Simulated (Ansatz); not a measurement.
# Response to strain in Bi2Te3

Base system: Bi$_{2}$Te$_{3}$ in the Bi2Te3 type structure (space group R-3m, No. 166; a = 4.396 Å, c = 31.389 Å (hexagonal axes)). Axes: x lies along a and z along c of the hexagonal cell.

Strains are applied to the cell and any free atomic positions relax.

Method: r2SCAN+rVV10 (Ansatz, a program for electronic structure; PAW; 500 eV plane waves; scalar-relativistic without spin-orbit coupling), earlier PAW set.

Notes on the quantities. pressure: mean of the normal stresses, compression positive.

```csv
change,pressure,band gap,largest internal atomic displacement,volume per atom
base,0.00 GPa,0.68 eV,–,35.01 Å³
uniaxial strain ε_yy = −3.61 %,1.48 GPa,0.59 eV,0.067 Å,33.75 Å³
uniaxial strain ε_yy = +2.11 %,-0.71 GPa,0.62 eV,0.042 Å,35.75 Å³
uniaxial strain ε_yy = +3.43 %,-1.10 GPa,0.56 eV,0.068 Å,36.22 Å³
```

With Bi and Te present, leaving out spin-orbit coupling can change the band edges. Stability against distortions was not tested.
